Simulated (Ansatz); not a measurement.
Consider TlBr in the CsCl type structure (space group Pm-3m, No. 221; a = 3.840 Å). Axes: x, y, z lie along the cube axes.

Calculations: Ansatz (a first-principles code), LDA, PAW, cutoff 420 eV, no SOC.

Before the change:

The band gap is 1.37 eV.

It is then changed as follows: uniaxial strain ε_zz = −2.50 %, all other strain components held at zero; the atoms relax in the strained cell.

Question: What does the calculation give for the band gap, energy relative to the base and stress after the change?

Answer: The band gap drops by 0.211 eV to 1.15 eV; the energy increases by 2.9 meV/atom; the stress (xx, yy, zz, yz, xz, xy; compression positive) comes out as (0.68, 0.68, 1.34, 0.00, 0.00, 0.00) GPa.

Spin-orbit coupling, missing from the scalar runs, can matter with Tl. Stability against distortions was not tested.
